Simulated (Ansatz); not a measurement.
As on the N site (As_N) in wurtzite AlN: one set of geometries, relaxed with PBE, evaluated in Ansatz (PAW, plane waves to 420 eV, 500 eV under r2SCAN) with PBE, r2SCAN.

Set-up: 96-site cell; 2×2×2 shifted k-points; start: the N site; charged states image-corrected; energies good to tenths of an eV; flagged in the runs: a host whose relaxation on this sampling wasn't shown to rest, a strain field that reaches the edge of the cell.

| quantity | PBE | r2SCAN |
|---|---|---|
| host gap (eV) | 4.03 | ___ |
| ε(+1/0) above the VBM (eV) | 0.55 | ___ |
| ε(0/−1) above the VBM (eV) | not bound | not settled |
| largest moment on one atom at charge +1 (μB) | 0.20 | ___ |
| neutral formation energy against rhombohedral As, N2 molecule in a box (eV) | 5.26 | ___ |
| carrier at charge −1 | electron in a host band | not settled |

### Question
Given the lower rungs, what does r2SCAN give?

### Answer

- host gap (eV), r2SCAN: 4.67
- ε(+1/0) above the VBM (eV), r2SCAN: 0.67
- largest moment on one atom at charge +1 (μB), r2SCAN: 0.21
- neutral formation energy against rhombohedral As, N2 molecule in a box (eV), r2SCAN: 5.29

"Not bound" means that the carrier spreads over host band states in this cell; a shallow level, bound over tens of ångströms, can't be resolved here.

Ansatz is a program for electronic structure.
